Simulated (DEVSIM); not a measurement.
System: abrupt Si p-n junction, at 400 K.

Layer 1 from the left is Si, thickness (μm) 26.0, Na (cm⁻³) 1.1e19, τn (s) 1.5e-7, τp (s) 1.5e-7. Layer 2 from the left is Si, thickness (μm) 25.0, Nd (cm⁻³) 3.5e18, τn (s) 1.5e-7, τp (s) 1.5e-7.

Left contact: ohmic. Right contact: ohmic. Voltage is applied to the left contact. Recombination: SRH at mid-gap. Mobility is constant in doping.

The device is made up for the run: typed textbook-type constants, with dimensions and the other settings drawn at random. Values at 300 K; Nc and Nv go as T^1.5, mobilities as T to minus their exponent, the gap by Varshni's rule with the affinity fixed.

Si: gap (eV) 1.124, affinity (eV) 4.05, permittivity 11.7, Nc (cm⁻³) 2.86e19, Nv (cm⁻³) 3.1e19, μn (cm²/Vs) 1417, μp (cm²/Vs) 470, T exponent of μn 2.3, T exponent of μp 2.2, Varshni α (eV/K) 0.000473, Varshni β (K) 636.

Model (solved in DEVSIM): 1D drift-diffusion, Boltzmann statistics, complete ionisation; no tunnelling, impact ionisation, image-force lowering or self-heating.

Q: What does the simulation give for the dark forward voltage at 1 A/cm², the dark forward voltage at 100 A/cm², the potential step across the device at zero bias?

A: dark forward voltage at 1 A/cm² 0.614 V; dark forward voltage at 100 A/cm² 0.774 V; potential step across the device at zero bias 0.959 V.
